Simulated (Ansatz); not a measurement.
Abridged Ansatz (a first-principles code) output:

```
Relaxation: its limit of steps is 50 (relax.max_steps)
Pseudopotential: Ti, paw, valence charge 12
Pseudopotential: B, paw, valence charge 3
Crystal: 3 atoms, lattice volume = 23.431 Å³
Basis set: ecut = 420 eV, 455 PW (Γ), exchange–correlation on 40×40×48 points (8 copies of the dense FFT grid, shifted against one another)
Bands: 13, of which v1, the nominal top of the filled ones, is band 9 counted from 1 (8 counted from 0)
Symmetry: 24 space group operations
k-points: 520 of 8712
Functional: x = pbe(κ = 0.804, μ = 0.2195149727645171), c = pbe(β = 0.06672455060314922)
SCF iter   1: F=—  HF=-2814.520335 eV  |F-HF|=—  |Δ(HF+E_count)|=         —  Δρ=3.56e-3  dr2=2.42e-3  ethr=1.77e-3  ⟨swp⟩=4.6  Hψ=33164  notcnv=0
SCF iter   2: F=—  HF=-2814.519625 eV  |F-HF|=—  |Δ(HF+E_count)|=   7.10e-4  Δρ=1.94e-3  dr2=7.54e-4  ethr=1.34e-5  ⟨swp⟩=1.2  Hψ=11482  notcnv=0
SCF 1 converged in 6 iterations: F = -2814.519455 eV  dr2 = 6.37e-11
relax step   1: F+E_penalty+E_count = -2814.51945545 eV  Δ(F+E_penalty+E_count) = +0.000e0 eV  max|allowed force component| = 2.282e-16 eV/Å  Δτ_max = 0.0000 Å  (6 SCF iters, accepted)
SCF converged after 6 iterations
Free energy (F): -2814.519455 eV
Internal energy: -2814.508511 eV  (E = F + TS)
E sigma→0 (E₀):  -2814.513983 eV
Entropy (-TS):   -0.010945 eV (-3.648 meV/atom)
Fermi energy:    16.721744 eV
--- Forces (eV/Å), atoms counted from 1 ---
  atom   1  Ti    -0.00000000     0.00000000     0.00000000
  atom   2  B     -0.00000000     0.00000000     0.00000000
  atom   3  B      0.00000000    -0.00000000     0.00000000
--- Stress (GPa, compression-positive) ---
       29.622305      -0.000000       0.000000
       -0.000000      29.622305       0.000000
        0.000000       0.000000      24.090137
  P = ⅓ Tr σ = 27.7782 GPa (277.782 kbar)
--- Relaxed structure (1 steps of the walk, 1 accepted, 0 SCFs on fresh bases) ---
  atoms:
    - { symbol: Ti, position: [0.0, 0.0, 0.0] }
    - { symbol: B, position: [0.6666666666666667, 0.33333333333333337, 0.5] }
    - { symbol: B, position: [0.3333333333333333, 0.6666666666666667, 0.5] }
```

Problem. What was computed, and what are the main results?

Solution. TiB2, 3 atoms in the cell, with PBE (Ansatz), no spin-orbit coupling. The last SCF converged to F = -2814.519455 eV, or -938.1732 eV per atom, at a pressure of 27.78 GPa. The total energy compares only with runs of the same code, potentials and settings.

The cells carry an imposed strain or load. Stability against distortions was not tested. The final runs are not spin-polarised. The cell was made from TiB₂ (space group P6/mmm, No. 191) by this change: isotropic strain −3.00 %.

Keys are those of Ansatz 0.2.
